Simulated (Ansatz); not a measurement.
Band structure of SrAg2 (Imma, 6 atoms in the cell).

```yaml
crystal:
  lattice:
    - [-2.34558, 3.82305, 4.09490]
    - [2.34558, -3.82305, 4.09490]
    - [2.34558, 3.82305, -4.09490]
  atoms:
    - { symbol: Sr, position: [0.29501, 0.04501, 0.25000] }
    - { symbol: Sr, position: [0.70499, 0.95499, 0.75000] }
    - { symbol: Ag, position: [0.28310, 0.33769, 0.94541] }
    - { symbol: Ag, position: [0.71690, 0.66231, 0.05459] }
    - { symbol: Ag, position: [0.89228, 0.33769, 0.55459] }
    - { symbol: Ag, position: [0.10772, 0.66231, 0.44541] }
```

Method: LDA (PW92), PAW files made with PBE (plane waves; Ansatz, an electronic-structure program).

Settings: basis.ecutwfc = 420 eV; kpoints.mp_grid.grid = 4 4 4; hamiltonian.xc = lda; hamiltonian.pseudopotentials = {kind: paw} (an earlier, softer set of the program's PAW files); scf.occupations.method = fermi_dirac; scf.occupations.width = 0.05 eV; kpoints.band_path.npoints = 8.

The starting cell comes from a database of computed structures (which also holds hypothetical and non-ambient phases and stackings), without a prior relaxation at this level. Its lattice was rescaled by a random factor within 2.5 % of one.

Levels in eV from the Fermi level, bands 45 to 52:
| point | 45 | 46 | 47 | 48 | 49 | 50 | 51 | 52 |
|---|---|---|---|---|---|---|---|---|
| Γ | -3.57 | -1.77 | -0.63 | 0.39 | 0.41 | 0.87 | 1.13 | 1.52 |
| X | -2.63 | -2.36 | -2.28 | -1.47 | -0.56 | 0.61 | 1.63 | 1.70 |
| L | -2.68 | -2.36 | -2.26 | -1.45 | -0.52 | 0.59 | 1.65 | 1.69 |
| T | -2.94 | -2.94 | -1.23 | -1.23 | 0.09 | 0.09 | 1.67 | 1.67 |
| W | -2.61 | -2.61 | -1.98 | -1.98 | 0.89 | 0.89 | 1.64 | 1.64 |
| R | -3.28 | -2.55 | -2.00 | -0.44 | 0.43 | 0.51 | 1.01 | 1.09 |
| X1 | -2.63 | -2.36 | -2.28 | -1.47 | -0.56 | 0.61 | 1.63 | 1.70 |
| Z | -3.16 | -3.09 | -2.52 | -1.70 | 1.41 | 1.84 | 3.27 | 3.30 |
| Y | -3.17 | -3.14 | -2.51 | -1.61 | 1.40 | 1.85 | 3.24 | 3.31 |
| S | -3.70 | -3.57 | -0.32 | 0.39 | 0.71 | 1.19 | 1.79 | 2.13 |

Bands cross the Fermi level along this path, so the cell is metallic at this level.

Keys are those of Ansatz 0.2.
